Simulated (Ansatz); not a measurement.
# HgS (Fm-3m, No. 225, 2 atoms in the cell; start mp-10764; a measured phase of this formula has another space group)

Method: LDA (Ansatz, a program for electronic structure, plane waves, PAW).

Settings: plane-wave cutoff 500 eV, 12×12×12 k mesh, Fermi–Dirac smearing 0.05 eV, scalar-relativistic PAW data made under PBE.

Cell (relaxed at this level):

```cif
data_HgS
_chemical_formula_sum 'Hg1 S1'
_space_group_name_H-M_alt 'P 1'
_space_group_IT_number 1
_cell_length_a 3.81603
_cell_length_b 3.81603
_cell_length_c 3.81603
_cell_angle_alpha 60.000
_cell_angle_beta 60.000
_cell_angle_gamma 60.000
loop_
_space_group_symop_operation_xyz
  'x, y, z'
loop_
_atom_site_label
_atom_site_type_symbol
_atom_site_fract_x
_atom_site_fract_y
_atom_site_fract_z
_atom_site_occupancy
Hg1 Hg 0.00000 0.00000 0.00000 1
S1 S 0.50000 0.50000 0.50000 1
```

```yaml
band_gap: none
```

Note: the relaxation could not lower the start's symmetry, so the cell can be a saddle point above a distorted one.

Spin–orbit coupling is not included; it can shift volumes and moduli of such heavy elements.

Static lattice: no zero-point or thermal effects.

A start named mp-… is a Materials Project structure, which need not be a measured phase.
